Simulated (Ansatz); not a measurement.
**ZnO: response to strain**

The reference is ZnO in the wurtzite structure (space group P6_3mc, No. 186; a = 3.230 Å, c = 5.214 Å).

Strains are applied to the cell and any free atomic positions relax.

Method: PBEsol/PAW in Ansatz (a quantum-chemistry and plane-wave program), no SOC.

Notes on the quantities. energy relative to the base: free energy F.

```json
[
 {"isotropic strain (%)": "-3", "energy relative to the base (meV/atom)": "47.9"},
 {"isotropic strain (%)": "-2.4", "energy relative to the base (meV/atom)": "30.0"},
 {"isotropic strain (%)": "-1.8", "energy relative to the base (meV/atom)": "16.5"},
 {"isotropic strain (%)": "-1.2", "energy relative to the base (meV/atom)": "?"},
 {"isotropic strain (%)": "-0.6", "energy relative to the base (meV/atom)": "1.8"},
 {"isotropic strain (%)": "0", "energy relative to the base (meV/atom)": "0.0"}
]
```

Q: Fit ΔE = Aε² + Bε³ (ε in %) to the rows shown and predict the withheld row.

A: Least squares on the printed values gives A = 4.76 and B = -0.19 meV/atom (largest residual 0.0 meV/atom); this predicts 7.2 meV/atom, and the run gives 7.2 meV/atom, in agreement.

Stability against distortions was not tested.
